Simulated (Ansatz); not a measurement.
Elastic constant C33 of rutile MgH2 at several levels of theory

No measured value is used here.

```json
[
 {"level (code)": "LDA (Ansatz)", "value (GPa)": "139", "cell (Å³/atom)": "9.72"},
 {"level (code)": "PBE (Ansatz)", "value (GPa)": "131", "cell (Å³/atom)": "10.24"},
 {"level (code)": "PBEsol (Ansatz)", "value (GPa)": "131", "cell (Å³/atom)": "10.04"},
 {"level (code)": "r²SCAN (Ansatz)", "value (GPa)": "141", "cell (Å³/atom)": "10.04"}
]
```

Each level is taken at its own relaxed cell. Cutoffs differ between the levels. Ansatz's density-functional and Hartree–Fock values are scalar-relativistic unless marked +SOC, with PAW data made under PBE.

Ansatz is a quantum-chemistry and plane-wave program.
